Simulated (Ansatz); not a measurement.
Checking a run of Ansatz (a first-principles code) on NiF3 (R-3c, 8 atoms in the cell). The aim is a self-consistent single point with DFT, PBEsol, plane waves, default PAW files made with PBE.

Cell that was meant: a = 5.0265 Å, b = 5.0265 Å, c = 5.0265 Å, α = 55.64°, β = 55.64°, γ = 55.64°.

Part of the input:

Ansatz 0.2 input:
```yaml
magnetization:
  spin_polarized: true
scf:
  occupations: { method: fermi_dirac, width: 1.36 }
output:
  forces: true
  eigenvalues: true
```

Output (repeated stretches shortened):

```
   [... lines left out ...]
PAW frozen core: F, regenerated for the run's functional, and the local potential with it
Initial density: superposition of atomic densities (chi_scale 0.1, normalization cell, long waves kept (reshape's long-wave potential 0.04 eV rms))
Starting moments: Σ|m| = 4 μB on 2 of 8 sites
Initial wavefunctions: pseudopotential atomic-orbital guess
Eigensolver: davidson
Functional: x = pbesol(κ = 0.804, μ = 0.12345679012345678), c = pbesol(β = 0.046)
SCF iter   1: F=—  HF=-16428.242760 eV  |F-HF|=—  |Δ(HF+E_count)|=         —  Δρ=3.47e-1 (↑1.02e-1 ↓3.47e-1)  dr2=1.13e2  dr2_m=1.51e1  M=0.160 μB ∫|m|=0.236 μB  β_m=0.30  ethr=3.10e-3  ⟨swp⟩=7.1  Hψ=20357  notcnv=0
Mixer restart at iter 1: flushing history
all-band conjugate gradients solve this SCF's bands
preconditioner: auto → Kerker (q_TF=auto, 2.713 Å⁻¹)
   [... lines left out ...]
SCF iter  12: F=—  HF=-16419.393656 eV  |F-HF|=—  |Δ(HF+E_count)|=   2.09e-8  Δρ=1.86e-6 (↑1.86e-6 ↓1.80e-6)  dr2=8.19e-9  dr2_m=1.09e-12  M=-0.000 μB ∫|m|=0.000 μB  β_m=0.95  ethr=1.47e-11  ⟨swp⟩=2.0  Hψ=6790  notcnv=0
SCF iter  13: F=-16419.393656 eV  HF=-16419.393656 eV  |F-HF|=2.04e-10  |Δ(HF+E_count)|=  2.76e-10  Δρ=2.42e-7 (↑2.42e-7 ↓2.34e-7)  dr2=1.55e-10  dr2_m=4.56e-14  M=-0.000 μB ∫|m|=0.000 μB  ethr=1.05e-11  ⟨swp⟩=3.3  Hψ=12058  notcnv=0
SCF 1 converged in 13 iterations: F = -16419.393656 eV  dr2 = 1.55e-10
WARN: the starting moments were not kept: the SCF closed with an absolute magnetisation of 2.0e-7 μB, where they sum to 4 μB in size (2 sites) …
   [... lines left out ...]
Absolute magnetization: 0.0000 μB (∫|ρ↑−ρ↓|, with the PAW one-centre terms)
Free energy (F): -16419.393656 eV
Fermi energy:    7.345850 eV
   [... lines left out ...]
  atom   8  F      1.16404519     0.00000000    -0.00000000
--- Stress (GPa, compression-positive) ---
       29.170947      -0.000000      -0.000000
       -0.000000      29.170947      -0.000000
        0.000000      -0.000000      29.895276
  P = ⅓ Tr σ = 29.4124 GPa (294.124 kbar)
  The stress holds the Pulay correction. Without it, at fixed plane waves, as pw.x and ABINIT print it: P = 28.3499 GPa
```

### Question
Can these results be used? Check the input.

### Answer
The run is not sound. The fault is a smearing width that is far too large. A width of many tenths of an electronvolt moves electrons far across the Fermi level or the gap, and the free energy and its derivatives carry a large smearing term. To fix it, use a width small against the gap or band features. The run converged in 13 iterations without an error; against the sound input the free energy falls by 1.38 eV/atom, the pressure goes from 7.86 to 29.41 GPa, the largest force goes from 0.301 to 1.164 eV/Å and the size of the net moment goes from 0.25 to 0.00 μB/atom.

The sound input it was made from differs as follows (other fixes are possible):
```diff
-  occupations: { method: fermi_dirac, width: 1.36 }
+  occupations: { method: fermi_dirac, width: 0.1 }
```

With that input, the run converged in 12 iterations: free energy E − TS (on the zero of these files) -16408.3742 eV; Fermi level (on the code's own zero) 5.83 eV; pressure 7.86 GPa; largest force (vector length) 0.301 eV/Å; size of the cell's spin moment 1.99 μB (DFT, PBEsol, plane waves, default PAW files made with PBE).

On the sound input: the starting cell comes from a database of computed structures (which also holds hypothetical and non-ambient phases and stackings), without a prior relaxation at this level. Its lattice was rescaled by a random factor within 2.5 % of one. The magnetic order is the one reached from the typed start; others were not searched systematically. With a pressure of about 8 GPa the cell is away from its equilibrium volume at this level. Ansatz's pressure includes its estimate of the finite-basis (Pulay) stress. Without the estimate this run gives 6.79 GPa.
